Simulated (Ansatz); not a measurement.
## How the volume per atom of BeSe (model structure, started from the MnP type, Pnma, No. 62, 8 atoms in the cell) moves with the method

No measured value is used here.

Problem. Put these levels in order of the volume per atom that they give for BeSe (model structure, started from the MnP type, Pnma, No. 62, 8 atoms in the cell), smallest first: PBE (Ansatz, a program for electronic structure), PBE-D3(BJ) (Ansatz), PBEsol (Ansatz).

Solution. PBE-D3(BJ) (17.38 Å³/atom), PBEsol (17.88 Å³/atom), PBE (19.10 Å³/atom)

Ansatz's density-functional and Hartree–Fock values are scalar-relativistic unless marked +SOC, with PAW data made under PBE.

A model structure was made by putting elements into a prototype or built by hand; it is no filed structure, need not be a known phase, and can be a saddle point held by its symmetry.
